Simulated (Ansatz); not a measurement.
Consider Ga₂O₃ (space group C2/m, No. 12; a = 12.4560 Å, b = 3.0833 Å, c = 5.8773 Å, α = 90.00°, β = 103.70°, γ = 90.00°).

(Cell as relaxed with PBE.)

Levels (all Ansatz, an electronic-structure program, PAW, earlier PAW set): PBE (420 eV, without spin-orbit coupling); r2SCAN (500 eV, no spin-orbit coupling).

Each level relaxes its own structure.

```
base                  PBE    r2SCAN
---------------  --------  --------
volume per atom  10.96 Å³  10.50 Å³
band gap          2.01 eV   3.03 eV
```

One thing is altered: a hydrostatic pressure of 9 GPa.

```csv
quantity,PBE,r2SCAN
band gap,2.41 eV,3.41 eV
shift of the gap caused by the change,+0.40 eV,+0.38 eV
smallest direct gap,2.44 eV,3.44 eV
```

PBE's band gap lies 1.00 eV below r2SCAN's; PBE's shift of the gap caused by the change lies 0.02 eV above r2SCAN's; PBE's smallest direct gap lies 1.00 eV below r2SCAN's. Neither level is exact; r2SCAN is the comparison here, not a measurement.

Load acts through the strain it causes; cell and atoms are relaxed under it. No phonon test of stability was made. No other phases were tried under pressure.
